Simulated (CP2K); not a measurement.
Band structure of TcN (F-43m, 2 atoms in the cell).

```yaml
crystal:
  lattice:
    - [3.24618, 0.00000, 0.00000]
    - [1.62309, 2.81127, 0.00000]
    - [1.62309, 0.93709, 2.65049]
  atoms:
    - { symbol: Tc, position: [0.00000, 0.00000, 0.00000] }
    - { symbol: N, position: [0.75000, 0.75000, 0.75000] }
```

Computed with PBEsol, GPW, DZVP-MOLOPT-SR-GTH basis, GTH-PBE potentials (GTH_POTENTIALS) run with CP2K.

Settings: CUTOFF = 500 Ry; REL_CUTOFF = 60 Ry; SMEAR/METHOD = GAUSSIAN; SIGMA = 0.272 eV; KPOINTS/SCHEME = MONKHORST-PACK 8 8 8; GAMMA_CENTERED = T; XC_FUNCTIONAL = PBE:PBESOL; Tc/BASIS_SET = DZVP-MOLOPT-SR-GTH; Tc/POTENTIAL = GTH-PBE-q15; N/BASIS_SET = DZVP-MOLOPT-SR-GTH; N/POTENTIAL = GTH-PBE-q5; METHOD = GPW; EPS_DEFAULT = 1e-10; EXTRAPOLATION = USE_GUESS.

The starting cell comes from a database of computed structures (which also holds hypothetical and non-ambient phases and stackings), without a prior relaxation at this level. Spin polarisation is off. Values carry the incompleteness of an atom-centred basis. The potentials were made for another functional than the one used.

Levels in eV from the Fermi level, bands 7 to 12:
| point | 7 | 8 | 9 | 10 | 11 | 12 |
|---|---|---|---|---|---|---|
| Γ | -6.92 | -6.92 | -0.90 | -0.90 | 0.96 | 5.03 |
| X | -4.58 | -4.58 | -2.43 | 0.27 | 0.82 | 1.44 |
| W | -5.56 | -4.62 | -2.61 | -1.14 | 0.48 | 1.83 |
| K | -5.11 | -4.77 | -2.86 | -0.50 | 0.38 | 2.41 |
| L | -6.24 | -6.24 | -0.33 | -0.33 | -0.13 | 3.20 |
| U | -5.11 | -4.77 | -2.86 | -0.50 | 0.38 | 2.41 |

Bands cross the Fermi level along this path, so the cell is metallic at this level.

Higher empty bands are left out: an atom-centred basis made for the valence describes them poorly.
